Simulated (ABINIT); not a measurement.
**Equation of state of zinc-blende CdS (space group 216): energy against volume (ABINIT, PBE)**

```
CELL_PARAMETERS angstrom
      0.00000     2.85826     2.85826
      2.85826     0.00000     2.85826
      2.85826     2.85826     0.00000
ATOMIC_POSITIONS crystal
  Cd 0.00000 0.00000 0.00000
  S  0.75000 0.75000 0.75000
```

Method of the run: PBE, norm-conserving pseudopotentials (PseudoDojo nc-sr-05 PBE standard) (plane waves; ABINIT 10.0.3). Settings: pseudos = [Cd.upf, S.upf]; ecut = 66 Ha; ixc = 11; occopt = 3; tsmear = 0.01 eV; ngkpt = 10 10 10; nshiftk = 1; shiftk = 0 0 0; potentials = PseudoDojo nc-sr-05 PBE standard; nband = 18; kptopt = 1; nstep = 60; tolvrs = 1e-10. The cell above is the first row's. The rows scale it uniformly. In all rows fractional positions and the k mesh are held. E is the free energy at the stated smearing, counted from the lowest row.

| V (Å^3/atom) | E (meV/atom) |
|---|---|
| 23.351 | ? |
| 23.859 | 35.70 |
| 24.366 | 20.15 |
| 24.874 | 9.34 |
| 25.381 | 2.77 |
| 25.889 | 0.00 |
| 26.397 | 0.65 |
| 26.904 | 4.35 |
| 27.412 | 10.80 |

The 8 complete rows are fitted with the third-order Birch-Murnaghan form, a cubic in V^(-2/3), E against V. With u = V^(-2/3) - 0.115, the rows have u = 0.005661, 0.003981, 0.002355, 0.000787, -0.000732, -0.002203, -0.003625, -0.005005. Least squares gives E = 0.899 + 1779.1·u + 760528·u² + 1957327·u³. Residuals (row less fit): 0.002, -0.008, 0.008, -0.001, -0.003, 0.000, 0.000, 0.000; standard error 0.006 (degrees of freedom: 4). Its minimum lies at u = -0.001175, so V0 = (0.113825)^(-3/2) = 26.04. There d²E/du² = 1507000 and d³E/du³ = 1.174e7, so B0 = (4/9) × 26.04^(-7/3) × 1507000 × 0.160218 = 53.4 GPa (the last factor turns the table's units into GPa), and B0' = 4 + (2/3) × 0.113825 × (1.174e7)/1507000 = 4.6. The program's pressures in the fitted runs (not shown) pass through zero at V = 26.04, 0.00 % from this V0.

Task: What does the fit predict for E at V = 23.351, and how far is the calculated value from it?

Result: u = 0.007404, so E = 0.899 + 1779.1 × 0.007404 + 760528 × 0.007404² + 1957327 × 0.007404³ = 56.557 meV/atom. The calculation gives 56.53 meV/atom, 0.027 meV/atom below the prediction (under 0.05 % of the range of E in the table). The row lies outside the fitted rows, so this is an extrapolation. From the scatter of the fitted rows alone, a prediction at this place has a standard error of 0.018 meV/atom, so the miss is 1.5 times that.

Carrying the step between the two nearest rows on in a straight line would have given 51.28, off by 5.25; series whose last step already gives the withheld value aren't shown. The scan was laid around a cell of about the measured size, scaled by a guess for this functional. This is a metastable polymorph. The runs keep the symmetry of the cell, so they don't test it for distortions. Cutoffs and mesh are single choices, not tested for convergence of this quantity. Series with a scatter that would blur these digits, or in which a gap closes, are not shown. Nor are scans whose minimum lies at an end fitted in this form.
